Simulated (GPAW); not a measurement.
Worked example: self-consistent single point of CuTe (P1, 4 atoms in the cell) in GPAW.

Method: LDA (Perdew-Wang 92), GPAW PAW datasets LDA (gpaw-data 1.0.1) (plane waves; GPAW).

The change in words: atoms moved at random. Reference geometry:
```
CELL_PARAMETERS angstrom
      3.19743     0.00000     0.00000
      0.00000     3.94576     0.00000
      0.00000     0.00000     7.21942
ATOMIC_POSITIONS crystal
  Cu 0.00000 0.50000 0.46459
  Cu 0.50000 0.00000 0.53541
  Te 0.00000 0.00000 0.23823
  Te 0.50000 0.50000 0.76177
```

Reference input (self-consistent single point, DFT LDA (Perdew-Wang 92), plane waves, GPAW PAW datasets LDA (gpaw-data 1.0.1)): mode = pw; ecut = 850 eV; xc = LDA; kpts = 7 6 3; mesh shift (steps) = 0 0 0; occupations.name = methfessel-paxton; occupations.width = 0.136 eV; occupations.order = 0; nbands = -12; convergence.forces = 0.001 eV/Å; symmetry.symmorphic = false; symmetry.tolerance = 0.0005. This run's input differs from it in these lines:

```diff
@@ -8,6 +8,6 @@
                     [0.000000, 0.000000, 7.219423]],
-              positions=[[0.000000, 1.972879, 3.354072],
-                         [1.598716, 0.000000, 3.865351],
-                         [0.000000, 0.000000, 1.719883],
-                         [1.598716, 1.972879, 5.499540]],
+              positions=[[-0.074449, 1.951419, 3.303492],
+                         [1.627739, 0.030962, 3.853374],
+                         [0.040828, 0.001709, 1.759337],
+                         [1.603317, 1.961670, 5.522642]],
               pbc=True)
```

Output (repeated stretches shortened):

```
     iter     time        total  log10-change:
                         energy   eigst   dens  force
iter:   1 --:--:--   -19.133596
iter:   2 --:--:--   -18.325519   -1.48  -1.25
iter:   3 --:--:--   -17.542253   -1.19  -1.30
iter:   4 --:--:--   -17.402162   -1.85  -1.42
iter:   5 --:--:--   -17.472753   -1.73  -1.58
iter:   6 --:--:--   -17.323860   -1.86  -1.67
iter:   7 --:--:--   -17.306661   -3.19  -2.17
iter:   8 --:--:--   -17.311591   -2.85  -2.52
iter:   9 --:--:--   -17.304750c  -3.27  -2.48
iter:  10 --:--:--   -17.304758c  -5.02  -2.84
iter:  11 --:--:--   -17.304567c  -5.20  -2.95
iter:  12 --:--:--   -17.304479c  -5.41  -3.11
iter:  13 --:--:--   -17.304411c  -5.32  -3.26
iter:  14 --:--:--   -17.304370c  -5.28  -3.50
iter:  15 --:--:--   -17.304368c  -7.29  -3.64
iter:  16 --:--:--   -17.304360c  -6.66  -3.67
iter:  17 --:--:--   -17.304360c  -6.72  -4.00
iter:  18 --:--:--   -17.304361c  -6.39  -4.16c
iter:  19 --:--:--   -17.304360c  -8.05c -4.29c
iter:  20 --:--:--   -17.304359c  -7.36  -4.41c
iter:  21 --:--:--   -17.304359c  -9.33c -4.54c -2.39
iter:  22 --:--:--   -17.304359c  -7.93c -4.58c -2.26
iter:  23 --:--:--   -17.304359c  -9.35c -5.10c -3.81c
Converged after 23 iterations.

Dipole moment: (0.075756, -0.653812, 0.100136) |e|*Ang

Energy contributions relative to reference atoms: (reference = -459177.186381)

Kinetic:         -5.041160
Potential:       +1.721862
External:        +0.000000
XC:             -14.226557
Entropy (-ST):   -0.015985
Local:           +0.249488
SIC:             +0.000000
--------------------------
Free energy:    -17.312352
Extrapolated:   -17.304359

Showing only first 2 kpts
 Kpt  Band  Eigenvalues  Occupancy
  0    15      6.38640    0.00001
  0    16      7.34562    0.00000
  0    17      7.85404    0.00000
  0    18      8.77976    0.00000

  1    15      6.08269    0.23326
  1    16      7.47573    0.00000
  1    17      8.59626    0.00000
  1    18      8.80835    0.00000

Fermi level: 5.96806

No gap
No difference between direct/indirect transitions
Energy (eV): -17.304359

Forces in eV/Ang:
  0 Cu    0.21308    0.27690    0.41552
  1 Cu   -0.15542   -0.29157    0.21085
  2 Te   -0.06598   -0.13290   -0.34402
  3 Te    0.00838    0.14750   -0.28260

Stress tensor:
     0.011376    -0.000770    -0.000377
    -0.000770     0.009395    -0.004005
    -0.000377    -0.004005     0.008013
Stress (GPa, Voigt): [ 1.8227  1.5053  1.2839 -0.6417 -0.0604 -0.1234]
```

The run converged in 23 iterations. GPAW prints stress with tension positive. Against the reference run the free energy rises by 10.6 meV/atom, the pressure goes from -2.12 to -1.54 GPa and the largest force goes from 0.100 to 0.543 eV/Å.

The starting cell comes from a database of computed structures (which also holds hypothetical and non-ambient phases and stackings), without a prior relaxation at this level. Its lattice was rescaled by a random factor within 2.5 % of one. For this run, on top of that: atoms moved at random. Spin polarisation is off. The run gives no clean gap (levels at the Fermi energy touch, overlap or are partly filled at this smearing), which alone does not show that the compound is a metal.

Cost on one core of a shared machine: roughly 7 min.
